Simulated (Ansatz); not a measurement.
**Effect of Cl on a Na site (antisite), symmetric start on NaCl**

Start from a 16-atom supercell of NaCl in the rock salt structure (space group Fm-3m, No. 225; a = 5.608 Å) at its relaxed geometry.

The change: one Na atom is replaced by Cl, atoms relaxed at fixed cell.

Method: r2SCAN, PAW, 500 eV (Ansatz, a quantum-chemistry and plane-wave program; no spin-orbit coupling). Γ-centred 4×4×4 mesh, Fermi–Dirac width 0.01 eV.

| quantity | base | changed | shift |
|---|---|---|---|
| pressure | 0.0 GPa | 1.1 GPa | +1.1 GPa |
| largest displacement of a host atom from its site in the perfect cell | – | 0.13 Å | – |

Final structure:

```
CELL_PARAMETERS angstrom
      0.00000     5.60772     5.60772
      5.60772     0.00000     5.60772
      5.60772     5.60772     0.00000
ATOMIC_POSITIONS crystal
  Cl 0.00000 0.00000 0.00000
  Cl 0.98842 0.98842 0.51158
  Cl 0.98842 0.51158 0.98842
  Cl 0.98842 0.51158 0.51158
  Cl 0.51158 0.98842 0.98842
  Cl 0.51158 0.98842 0.51158
  Cl 0.51158 0.51158 0.98842
  Cl 0.50000 0.50000 0.50000
  Cl 0.25000 0.25000 0.25000
  Na 0.25000 0.25000 0.75000
  Na 0.25000 0.75000 0.25000
  Na 0.25000 0.75000 0.75000
  Na 0.75000 0.25000 0.25000
  Na 0.75000 0.25000 0.75000
  Na 0.75000 0.75000 0.25000
  Na 0.75000 0.75000 0.75000
```

The magnetic state is the one reached from the starting moments; the real material's order can differ, and small cells can't hold many antiferromagnetic ones. In so small a cell the defect repeats every few ångströms: this is an ordered compound, not a dilute defect. The mesh was chosen for an insulator and is coarse for the gapless case. The defect started on the symmetric site and kept its symmetry, so it may sit on a saddle. The defect cell is spin-polarised and ends with 2.0 μB.
